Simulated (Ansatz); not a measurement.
A periodic model of amorphous In9Ga9Zn9O37Ca:

```xyz
65
Lattice="8.9505 0.2992 0.1321 0.2992 9.2994 0.2912 0.1321 0.2912 9.8853" Properties=species:S:1:pos:R:3 pbc="T T T"
In     1.4596     5.1623     7.3550
In     6.3039     8.6549     9.7232
In     9.1228     6.7255     0.5392
In     8.4878     3.5649     2.6925
In     1.8586     1.3572     2.0419
In     5.6306     2.3460     1.2315
In     3.3685     3.9710     3.6704
In     3.0731     7.1808     2.1544
In     6.2310     3.9551     5.1721
Ga     6.1586     5.5323     1.6697
Ga     3.5782     1.2670     9.2627
Ga     6.8145     6.5904     7.1755
Ga     0.2286     0.5864     9.0324
Ga     3.2418     2.7876     6.5007
Ga     8.9070     2.4768     6.1905
Ga     4.9817     4.8843     8.6080
Ga     8.0436     3.8904     9.0011
Ga     3.1705     7.4213     8.7075
Zn     8.4629     9.0380     2.5031
Zn     9.0870     8.4454     7.0756
Zn     2.5459     3.9456     0.4051
Zn     5.3753     0.4672     6.5324
Zn     7.3554     0.8879     4.3267
Zn     4.4165     0.6669     3.6161
Zn     6.0628     7.5552     4.0515
Zn     2.6950     9.3697     5.3860
Zn     4.0219     6.4485     5.6678
O      8.0566     9.0966     0.6365
O      3.0217     9.0276     3.2719
O      8.8606     1.5028     2.9844
O      8.7194     6.5408     6.6396
O      0.5381     4.7638     9.1975
O      1.1515     8.1810     8.7172
O      8.3203     3.7774     4.8745
O      4.2191     4.2021     5.7677
O      3.3491     3.9813     8.3193
O      3.6125     1.1804     7.3203
O      7.0166     8.4755     7.6035
O      2.5765     6.8819     6.9526
O      6.0696     6.1384     5.4662
O      3.1892     1.9935     4.5461
O      4.9619     6.6613     8.0836
O      7.1641     6.7694    10.0324
O      6.7365     4.6351     7.8135
O      4.6247     8.6161     5.4522
O      7.8547     8.2743     4.2488
O      5.4697     3.9525     3.1032
O      1.4724     3.3553     6.3180
O      8.5116     2.3031     8.0604
O      0.9353     7.3047     2.1535
O      1.6732     3.5781     2.2874
O      5.2091     7.0094     2.3702
O      2.5121     5.9697     0.2925
O      1.6853     1.3657     9.8153
O      6.0323     0.9310     2.7246
O      5.0981     4.4063     0.5495
O      7.5837     3.0256     0.8257
O      2.7718     5.9642     4.0073
O      6.6184     1.8791     5.7896
O      0.5849     0.4139     5.7112
O      7.8634     5.5299     2.5351
O      4.0317     8.6406     9.8805
O      5.5004     1.4019     9.3282
O      3.5254     2.1721     0.9996
Ca     0.2487     6.1316     4.1078
```

Calculation: PBE, scalar-relativistic without spin-orbit coupling (plane waves to 420 eV, PAW; Ansatz, a program for electronic structure).

The cell was made by melting and quenching with the CHGNet potential and then relaxed with DFT. O atoms were pushed apart under 1.9 Å during the dynamics, to hinder bonds among them. The hot cell started wider than the set density and was brought back towards it in steps. It is the lowest in DFT energy of 2 quenches. It is a model cell: composition and starting density were chosen by hand, and all elements were melted together. No dispersion term was used. Its density started from a set value of 5.81 and ended at 5.83 g/cm³. Cooling (nominally 210 K/ps over its main leg) ran many orders faster than in experiment, which tends to leave more defects and strain. One small periodic cell is one sample of the glass; other quenches scatter about these values. Volume and shape were free in the relaxation.

Bonds are counted up to In-In 3.12 Å, In-Ga 2.90 Å, In-Zn 2.90 Å, In-O 2.74 Å, In-Ca 3.50 Å, Ga-Ga 2.68 Å, Ga-Zn 2.68 Å, Ga-O 2.54 Å, Ga-Ca 3.28 Å, Zn-Zn 2.68 Å, Zn-O 2.38 Å, Zn-Ca 3.28 Å, O-O 1.58 Å, O-Ca 2.90 Å, Ca-Ca 3.87 Å. Two cations that share two anions don't count as bonded, nor two that share one unless they lie closer than In-In 3.04 Å, In-Ga 2.82 Å, In-Zn 2.82 Å, In-Ca 3.40 Å, Ga-Ga 2.61 Å, Ga-Zn 2.61 Å, Ga-Ca 3.19 Å, Zn-Zn 2.61 Å, Zn-Ca 3.19 Å, Ca-Ca 3.77 Å.

Task: Give the coordination numbers, mean bond lengths and angles.

Result: 
```
Quantity                                                           Value
---------------------------------  -------------------------------------
Mean coordination of In by anions    5.44 (6 with 5, 2 with 6, 1 with 7)
Mean coordination of Ga by anions              4.67 (3 with 4, 6 with 5)
Mean coordination of Zn by anions              4.11 (8 with 4, 1 with 5)
Mean coordination of O             3.62 (15 with 3, 21 with 4, 1 with 5)
Mean coordination of Ca by anions                        6.00 (1 with 6)
Mean In-O bond                      2.209 Å (spread 0.135 Å, 49 counted)
Mean Ga-O bond                      1.959 Å (spread 0.115 Å, 42 counted)
Mean Zn-O bond                      2.052 Å (spread 0.093 Å, 37 counted)
Mean O-Ca bond                       2.476 Å (spread 0.191 Å, 6 counted)
Bond angle at In                               mean 105.2°, spread 29.1°
Bond angle at Ga                               mean 107.3°, spread 23.4°
Bond angle at Zn                               mean 108.1°, spread 21.6°
Bond angle at O                                mean 109.8°, spread 16.5°
Bond angle at Ca                               mean 102.4°, spread 25.9°
```

Task: List the pairs of like atoms that count as bonded by the rules above.

Result: There are none by these rules.
